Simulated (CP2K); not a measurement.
A user runs CP2K on CaMg (Pmmn, 4 atoms in the cell) and asks whether the run is sound. The aim is a self-consistent single point with DFT LDA (Pade form), GPW, DZVP-MOLOPT-SR-GTH basis, GTH-PADE potentials (GTH_POTENTIALS).

Cell that was meant: a = 3.6926 Å, b = 5.8096 Å, c = 5.9893 Å, α = 90.00°, β = 90.00°, γ = 90.00°.

Part of the input:

```
    &END CELL
    &COORD
      SCALED
      Ca       0.00000000     0.00000000     0.55832255
      Ca       1.84632000     2.90478500     5.43097745
      Mg       1.84632000     0.00000000     3.50356082
      Mg       0.00000000     2.90478500     2.48573918
    &END COORD
    &KIND Ca
      BASIS_SET DZVP-MOLOPT-SR-GTH
```

Output, abridged:

```
 GLOBAL| Method name                                                        CP2K
   [... lines left out ...]
                        No outer SCF

 Extrapolation method: initial_guess

 Number of electrons:                                                         40
 Number of occupied orbitals:                                                 20
 Number of molecular orbitals:                                                28

 Number of orbital functions:                                                 46
 Number of independent orbital functions:                                     46
 SCF WAVEFUNCTION OPTIMIZATION

  Step     Update method      Time    Convergence         Total energy    Change
     1 NoMix/Diag. 0.30E+00      -    77.72918235      -186.1855444182 -1.86E+02
     2 Broy./Diag. 0.30E+00      -     4.97134158      -139.8873253419  4.63E+01
     3 Broy./Diag. 0.30E+00      -    12.43893164      -149.1766265897 -9.29E+00
     4 Broy./Diag. 0.30E+00      -     4.81747569      -157.2601586523 -8.08E+00
     5 Broy./Diag. 0.30E+00      -     5.87224123      -155.9760425250  1.28E+00
     6 Broy./Diag. 0.30E+00      -     0.78142213      -155.9316470972  4.44E-02
   [... 28 lines left out ...]
    35 Broy./Diag. 0.30E+00      -     0.00000199      -157.5110909097  7.85E-07
    36 Broy./Diag. 0.30E+00      -     0.00000243      -157.5110903729  5.37E-07
    37 Broy./Diag. 0.30E+00      -     0.00000348      -157.5110910648 -6.92E-07
    38 Broy./Diag. 0.30E+00      -     0.00000030      -157.5110913573 -2.93E-07
  *** SCF run converged in    38 steps ***

  Overlap energy of the core charge distribution:               1.25810899152971
  Self energy of the core charge distribution:               -412.11638441799846
  Core Hamiltonian energy:                                    161.58637789186668
  Hartree energy:                                             125.14729304787376
  Exchange-correlation energy:                                -33.38609934474436
  Smearing free energy correction:                             -0.00038752585534
  Fermi energy:                                                -0.02421942357244

  Total energy:                                              -157.51109135729070
  Total energy (extrapolated to sigma->0):                   -157.51089759436303

   [... lines left out ...]
 STRESS|                        x                   y                   z
 STRESS|      x        1.66921319998E+07  -4.93146337699E+05   9.49800032304E+06
 STRESS|      y       -4.93146337699E+05   1.22543340953E+07   9.49311421327E+06
 STRESS|      z        9.49800032304E+06   9.49311421327E+06   1.28097391994E+07
 STRESS| 1/3 Trace                                             1.39187350982E+07
```

Q: Is this run sound? If not, what is wrong?

A: The run is not sound. The fault is fractional and Cartesian coordinates mixed up. The same three numbers mean different points as fractional and as Cartesian coordinates. To fix it, make label and numbers agree, by changing either. The run converged in 38 iterations without an error; against the sound input the free energy rises by 287 eV/atom, the pressure goes from -0.95 to 1392 GPa and the largest force goes from 0.193 to 1993 eV/Å.

The sound input it was made from differs as follows (other fixes are possible):
```diff
-      Ca       0.00000000     0.00000000     0.55832255
-      Ca       1.84632000     2.90478500     5.43097745
-      Mg       1.84632000     0.00000000     3.50356082
-      Mg       0.00000000     2.90478500     2.48573918
+      Ca       0.00000000     0.00000000     0.09322000
+      Ca       0.50000000     0.50000000     0.90678000
+      Mg       0.50000000     0.00000000     0.58497000
+      Mg       0.00000000     0.50000000     0.41503000
```

With that input, the run converged in 13 iterations: free energy E − TS -5435.7632 eV; Fermi level (on the code's own zero) 4.25 eV; pressure -0.95 GPa; largest force (vector length) 0.193 eV/Å (DFT LDA (Pade form), GPW, DZVP-MOLOPT-SR-GTH basis, GTH-PADE potentials (GTH_POTENTIALS)).

On the sound input: the starting cell comes from a database of computed structures (which also holds hypothetical and non-ambient phases and stackings), without a prior relaxation at this level. Values carry the incompleteness of an atom-centred basis.
